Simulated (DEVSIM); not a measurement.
System: Cr/Al2O3/p-Ge capacitor, at 300 K.

Layer 1 from the left is Al2O3, thickness (nm) 17.0. Layer 2 from the left is Ge, thickness (nm) 3600, Na (cm⁻³) 2.8e16.

Metal gate on the left, work function 4.5 eV. Fixed charge at the semiconductor interface -6.4e11 cm⁻² (in units of +e); no interface traps.

This is a model device: material constants are rounded textbook-type values typed into the input, and sizes, dopings and lifetimes were drawn at random. Values at 300 K.

Al2O3: gap (eV) 6.8, affinity (eV) 1.35, permittivity 9. Ge: gap (eV) 0.664, affinity (eV) 4, permittivity 16, Nc (cm⁻³) 1.04e19, Nv (cm⁻³) 6e18.

Problem. Estimate by hand the flat-band voltage, the threshold voltage, and compare with a numerical solution.

Solution. 
- Flat-band voltage: C = 0.469 μF/cm², work-function difference -0.025 V; VFB = φms − qNf/C = 0.19 V; numerical 0.19 V.
- Threshold voltage: φF = 0.186 V, depletion charge √(4εqNφF) = 6.88e-8 C/cm²; VT = VFB + 2φF + Qd/C = 0.71 V; numerical 0.71 V.

DEVSIM, 1D Poisson equation in equilibrium, Boltzmann statistics, complete ionisation; no quantum confinement or tunnelling. Metal contacts follow the ideal Schottky-Mott rule: no Fermi-level pinning, no interface dipoles.
